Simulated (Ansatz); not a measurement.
A computed series for Sc: element substitutions

Start from Sc in the hcp (Mg type) structure (space group P6_3/mmc, No. 194; a = 3.277 Å, c = 5.085 Å).

Each row replaces one element on all its sites; cell and atoms are relaxed.

Levels (all Ansatz, a program for electronic structure, PAW): PBEsol (420 eV, spin-orbit coupling left out); r2SCAN (500 eV, no spin-orbit coupling).

Pressures by level, all at the geometries relaxed with PBEsol:

| case | PBEsol | r2SCAN |
|---|---|---|
| base | 0.0 GPa | 3.1 GPa |
| Sc → Ta | 0.0 GPa | 4.3 GPa |
| Sc → Hf | 0.0 GPa | 4.0 GPa |

Single points use the geometry relaxed with PBEsol. Their cutoffs differ, which shifts pressures a little. No phonon test of stability was made. For Ta in this form, whether it has been made was not checked. The final runs are not spin-polarised. This is not the structure that Ta has at room temperature and ambient pressure.
